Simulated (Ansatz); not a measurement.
Start from HfO2 (space group P2_1/c, No. 14; a = 5.1142 Å, b = 5.1819 Å, c = 5.2959 Å, α = γ = 90.00°, β = 99.46°).

All numbers come from DFT with r2SCAN, PAW potentials and a 500 eV plane-wave cutoff in Ansatz (a first-principles code), no spin-orbit coupling, earlier PAW set.

For the base:

| Quantity | Result |
|---|---|
| Smallest direct gap | 4.68 eV |

The change: an isotropic linear strain of +2.18 %; the atoms relax in the strained cell.

**Question.** Predict the new smallest direct gap, energy relative to the base and mean gap deformation potential ΔEg/Δln V.

**Answer.** The smallest direct gap goes up by 0.02 eV to 4.70 eV; the energy goes up by 32 meV/atom; the mean gap deformation potential ΔEg/Δln V amounts to +0.4 eV.

With Hf present, leaving out spin-orbit coupling can change the band edges. Whether these cells are dynamically stable was not tested.
